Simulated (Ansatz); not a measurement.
The structure below was relaxed with Kohn–Sham DFT with the r2SCAN functional, run in Ansatz (a first-principles code) with PAW and 500 eV plane waves, no SOC.

Space group I4/mmm (No. 139); a = 3.7491 Å, b = 3.7491 Å, c = 15.8687 Å, α = 90.00°, β = 90.00°, γ = 90.00°

| atom | site | symmetry | x | y | z |
|---|---|---|---|---|---|
| S | 4e | 4mm | 0.0000 | 0.0000 | 0.1675 |
| Se | 2b | 4/mmm | 0.0000 | 0.0000 | 0.5000 |
| Mg | 4e | 4mm | 0.0000 | 0.0000 | 0.3287 |
| Mg | 2a | 4/mmm | 0.0000 | 0.0000 | 0.0000 |

Write out a cell with all atoms.


```
Mg3SeS2
1.0
    3.74914     0.00000     0.00000
    0.00000     3.74914     0.00000
    0.00000     0.00000    15.86865
S Se Mg
4 2 6
Direct
  0.50000   0.50000   0.33246
  0.00000   0.00000   0.16754
  0.00000   0.00000   0.83246
  0.50000   0.50000   0.66754
  0.50000   0.50000   0.00000
  0.00000   0.00000   0.50000
  0.50000   0.50000   0.17125
  0.00000   0.00000   0.00000
  0.00000   0.00000   0.32875
  0.00000   0.00000   0.67125
  0.50000   0.50000   0.50000
  0.50000   0.50000   0.82875
```
This is the conventional cell.

These are small ordered cells, not random alloys; other orderings at the same x differ. No phonon test of stability was made. The cell was made from MgS by this change: x(Se) = 0.333, 6 atoms, I4/mmm.
